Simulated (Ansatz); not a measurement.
Consider Bi$_{2}$Se$_{3}$ in the Bi2Te3 type structure (space group R-3m, No. 166; a = 4.145 Å, c = 29.266 Å (hexagonal axes)). Axes: x lies along a and z along c of the hexagonal cell.

All numbers come from r2SCAN+rVV10 (Ansatz, a first-principles code), no spin-orbit coupling.

Strains are applied to the cell and any free atomic positions relax; under biaxial strain the out-of-plane vector relaxes too.

One change was made to it. Results:

```json
[
 {"quantity": "volume per atom", "base": "29.02 Å³", "after": "29.64 Å³"},
 {"quantity": "electron mass", "base": "0.45 mₑ along c, 0.11 mₑ across (at Γ)", "after": "0.47 mₑ out of plane, 0.11 mₑ in plane (at Γ)"},
 {"quantity": "band gap", "base": "0.60 eV", "after": "0.41 eV"}
]
```

Problem. Which change produced these results?
A) biaxial strain −3.02 %, plane normal [001], relaxed out of plane
B) biaxial strain −3.09 %, plane normal [001], relaxed out of plane
C) isotropic strain −2.24 %
D) biaxial strain +2.47 %, plane normal [001], relaxed out of plane
E) biaxial strain +2.03 %, plane normal [001], relaxed out of plane

Solution. D, biaxial strain +2.47 %, plane normal [001], relaxed out of plane. For comparison, the volume per atom in the other runs: biaxial strain −3.09 %, plane normal [001], relaxed out of plane gives 28.17 Å³; biaxial strain +2.03 %, plane normal [001], relaxed out of plane gives 29.55 Å³; isotropic strain −2.24 % gives 27.12 Å³; biaxial strain −3.02 %, plane normal [001], relaxed out of plane gives 28.19 Å³.

Spin-orbit coupling, missing from the scalar runs, can matter with Bi. Effective masses come from finite differences of ±0.01 Å⁻¹. Stability against distortions was not tested.
